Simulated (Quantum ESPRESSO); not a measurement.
## Cost against accuracy: nbnd for Tl (P6_3/mmc, 4 atoms in the cell)

```yaml
crystal:
  lattice:
    - [3.50864, 0.00000, 0.00000]
    - [-1.75432, 3.03857, 0.00000]
    - [0.00000, 0.00000, 11.26560]
  atoms:
    - { symbol: Tl, position: [0.00000, 0.00000, 0.00000] }
    - { symbol: Tl, position: [0.00000, 0.00000, 0.50000] }
    - { symbol: Tl, position: [0.33333, 0.66667, 0.25000] }
    - { symbol: Tl, position: [0.66667, 0.33333, 0.75000] }
```

Method of the run: PBE, PseudoDojo standard norm-conserving (PBE) pseudopotentials (plane waves; Quantum ESPRESSO 7.5).

Base settings: ecutwfc = 65 Ry; occupations = smearing; smearing = marzari-vanderbilt; degauss = 0.0036749 Ry; potentials = {Tl: Tl.upf}; K_POINTS = automatic 9 9 3 0 0 0; conv_thr = 1e-10 Ry.

Misses are taken against the tightest run, 58, which need not be fully converged itself. The energy is the free energy per atom.

The count of work is k-points × plane waves × bands × iterations; it is no time, and leaves out set-up, grids and terms that scale otherwise. 

The starting cell comes from a database of computed structures (which also holds hypothetical and non-ambient phases and stackings), without a prior relaxation at this level.

The runs (nbnd): 26 | 27 | 28 | 30 | 34 | 42 | 58.

Q: Which is the coarsest setting among those run that, with all tighter ones, holds the energy within 20 meV/atom of the reference, and what does it save?

A: 27, off by 16 meV/atom; its saving against the reference is no more than about a factor of 2 in the count of work.

Q: Which is the coarsest setting among those run that, with all tighter ones, holds the energy within 5 meV/atom of the reference, and what does it save?

A: 28, off by 1.5 meV/atom; its saving against the reference is no more than about a factor of 2 in the count of work.

```csv
nbnd,energy less reference (meV/atom),pressure less reference (GPa),count of work / reference
26,346.61,2.77,0.50
27,15.82,0.17,0.57
28,1.51,0.03,0.54
30,0.00,0.00,0.57
34,0.00,0.00,0.59
42,0.00,0.00,0.72
58,0.00,0.00,1.0
```
